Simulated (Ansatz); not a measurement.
Output of an Ansatz run (abridged):

```
WARN ansatz: RAYON_NUM_THREADS=1 ignored (pool sized by the plan → 1); use --threads N
basis.fft_grid_basis auto: the FFT boxes are laid along the combinations [[1, 0, 1], [0, 1, 1], [0, 0, 1]] of the cell's own vectors, 3.337, 3.337 and 4.742 Å …
Pseudopotentials: kind: paw
Pseudopotential: Ge, paw, valence charge 14
Pseudopotential: Mo, paw, valence charge 14
Crystal: 3 atoms, lattice volume = 45.802 Å³
Basis set: ecut = 420 eV, 897 PW (Γ), FFT grids on a1+a3, a2+a3, a3
Bands: 26, of which v1, the nominal top of the filled ones, is band 21 counted from 1 (20 counted from 0)
Symmetry: 8 space group operations
Space group: I4mm (ITA 107), of the structure as read, at distance tolerance 3.6e-5 Å
k-points: 59 of 512 (time reversal used)
PAW frozen core: Ge, regenerated for the run's functional, and the local potential with it
PAW frozen core: Mo, regenerated for the run's functional, and the local potential with it
Initial density: superposition of atomic densities (neutral atoms: chi_scale 0, normalization atom), corrected by the library's trained network
Initial wavefunctions: pseudopotential atomic-orbital guess
Eigensolver: davidson
Functional: x = slater, c = lda
SCF iter   1: F=—  HF=-13274.935445 eV  |F-HF|=—  |Δ(HF+E_count)|=         —  Δρ=7.45e-3  dr2=1.84e-2  ethr=1.77e-3  ⟨swp⟩=5.3  Hψ=5908  notcnv=0
all-band conjugate gradients solve this SCF's bands
preconditioner: auto → Kerker (q_TF=auto, 2.689 Å⁻¹)
SCF iter   2: F=—  HF=-13274.932527 eV  |F-HF|=—  |Δ(HF+E_count)|=   2.92e-3  Δρ=3.55e-3  dr2=3.25e-3  ethr=4.39e-5  ⟨swp⟩=2.8  Hψ=3012  notcnv=0
SCF iter   3: F=—  HF=-13274.931854 eV  |F-HF|=—  |Δ(HF+E_count)|=   6.73e-4  Δρ=1.37e-3  dr2=5.79e-4  ethr=7.74e-6  ⟨swp⟩=1.1  Hψ=1490  notcnv=0
SCF iter   4: F=—  HF=-13274.931675 eV  |F-HF|=—  |Δ(HF+E_count)|=   1.79e-4  Δρ=2.99e-4  dr2=4.49e-5  ethr=1.38e-6  ⟨swp⟩=3.0  Hψ=2799  notcnv=0
SCF iter   5: F=—  HF=-13274.931655 eV  |F-HF|=—  |Δ(HF+E_count)|=   1.98e-5  Δρ=1.19e-4  dr2=5.01e-6  ethr=1.07e-7  ⟨swp⟩=2.0  Hψ=2484  notcnv=0
SCF iter   6: F=—  HF=-13274.931654 eV  |F-HF|=—  |Δ(HF+E_count)|=   1.56e-6  Δρ=2.20e-5  dr2=2.51e-7  ethr=1.19e-8  ⟨swp⟩=2.0  Hψ=2268  notcnv=0
SCF iter   7: F=-13274.931654 eV  HF=-13274.931654 eV  |F-HF|=1.65e-8  |Δ(HF+E_count)|=   2.88e-8  Δρ=5.29e-6  dr2=2.42e-8  ethr=2.38e-10  ⟨swp⟩=6.4  Hψ=5486  notcnv=0
SCF 1 converged in 7 iterations: F = -13274.931654 eV  dr2 = 2.42e-8
SCF converged after 7 iterations
Free energy (F): -13274.931654 eV
Harris-Foulkes:  -13274.931654 eV  (|F-HF|=1.65e-8)
Internal energy: -13274.926914 eV  (E = F + TS)
E sigma→0 (E₀):  -13274.929284 eV
Entropy (-TS):   -0.004740 eV (-1.580 meV/atom)
Fermi energy:    16.356677 eV
--- Per-component energies (eV) ---
  E_band       = -200.174852
  E_kinetic    = 668.666339
  E_local      = -4705.553366  (includes V_loc(G=0)·N_el)
  E_nonlocal   = 991.911153
  E_hartree    = 1994.426872
  E_xc         = -335.159231
  E_vxc        = -362.022491  (∫ρ·V_xc dr)
  E_paw        = -6972.624538  (= ΣΔE_a)
  E_vpaw       = -782.029917  (= ΣTr[D̂ρ^β])
  E_aug_tail   = 0.000692  (compensation charges beyond the density's cutoff)
  E_ewald      = -4920.884304
  E_core_change = 4.289469  (= ΣΔE_core)
  E_smearing   = -0.004740  (= −TS)
  E_closure    = 0.000000  (closes the sum)
  Σ components = -13274.931654   (vs F -13274.931654, Δ=0.00e0)
--- Forces (eV/Å), atoms counted from 1 ---
  atom   1  Ge     0.00000000     0.00000000    -0.58919248
  atom   2  Ge    -0.00000000    -0.00000000     0.39837643
  atom   3  Mo    -0.00000000     0.00000000     0.19082274
  max |Σ_I F_I| component: 6.68e-6 eV/Å
--- Stress (GPa, compression-positive) ---
       -8.687918       0.000000       0.000000
        0.000000      -8.687918       0.000000
       -0.000000       0.000000      -8.615681
  P = ⅓ Tr σ = -8.6638 GPa (-86.638 kbar)
  The stress holds the Pulay correction. Without it, at fixed plane waves, as pw.x and ABINIT print it: P = -8.7011 GPa
--- Band table (eV; the first three rows and the last of 59) ---
  k-point 0: bands = ["-44.3169", "-18.5005", "-18.4263", "-18.4263", "-8.3432", "-8.3386", "-8.3031", "-8.2923", "-8.2923", "-8.2592", "-8.2427", "-8.2422", "-8.2422", "-8.1994", "2.9666", "10.6935", "11.6925", "13.9134", "14.0805", "14.0805", [...]
  k-point 1: bands = ["-44.3139", "-18.4957", "-18.4489", "-18.4467", "-8.3491", "-8.3291", "-8.3072", "-8.3005", "-8.2907", "-8.2531", "-8.2498", "-8.2461", "-8.2293", "-8.1946", "3.4050", "11.0011", "11.1016", "13.2949", "14.0212", "15.0213", [...]
  k-point 2: bands = ["-44.3068", "-18.5001", "-18.4956", "-18.4848", "-8.3701", "-8.3159", "-8.3084", "-8.3058", "-8.2774", "-8.2570", "-8.2537", "-8.2376", "-8.2221", "-8.1836", "4.6280", "10.3461", "11.4397", "11.8989", "14.0520", "14.4043", [...]
  k-point 58: bands = ["-44.3167", "-18.5111", "-18.4263", "-18.4263", "-8.3803", "-8.3469", "-8.3364", "-8.3281", "-8.3281", "-8.2350", "-8.2093", "-8.2093", "-8.2060", "-8.1940", "4.5788", "6.2980", "13.6959", "14.7762", "15.8874", "15.8874", [...]
```

The structure:

```
CELL_PARAMETERS angstrom
     -1.66840     1.66840     4.11366
      1.66840    -1.66840     4.11366
      1.66840     1.66840    -4.11366
ATOMIC_POSITIONS crystal
  Ge 0.66775 0.66775 0.00000
  Ge 0.33833 0.33833 0.00000
  Mo 0.00000 0.00000 0.00000
```

Question: Reconstruct the input of this run.

Answer: Other spellings and defaults could give the same log, and not every line can be read from it. The input that was run (DFT, LDA (PW92), plane waves, default PAW files made with PBE):

Ansatz 0.2 input:
```yaml
crystal:
  lattice:
    - [-1.668395, 1.668395, 4.113656]
    - [1.668395, -1.668395, 4.113656]
    - [1.668395, 1.668395, -4.113656]
  atoms:
    - { symbol: Ge, position: [0.667747, 0.667747, 0.000000] }
    - { symbol: Ge, position: [0.338330, 0.338330, 0.000000] }
    - { symbol: Mo, position: [0.000000, 0.000000, 0.000000] }
basis:
  ecutwfc: 420.0
kpoints:
  mp_grid:
    grid: [8, 8, 8]
hamiltonian:
  xc: lda
  pseudopotentials:
    kind: paw
scf:
  occupations:
    method: gaussian
    width: 0.1
output:
  forces: true
  eigenvalues: true
  stress: true
```

The starting cell comes from a database of computed structures (which also holds hypothetical and non-ambient phases and stackings), without a prior relaxation at this level. Its lattice was rescaled by up to half a per cent. One atom was moved a little off its site on purpose. Spin polarisation is off. With a pressure of about -9 GPa the cell is away from its equilibrium volume at this level. Ansatz's pressure includes its estimate of the finite-basis (Pulay) stress.

Ansatz is a quantum-chemistry and plane-wave program.
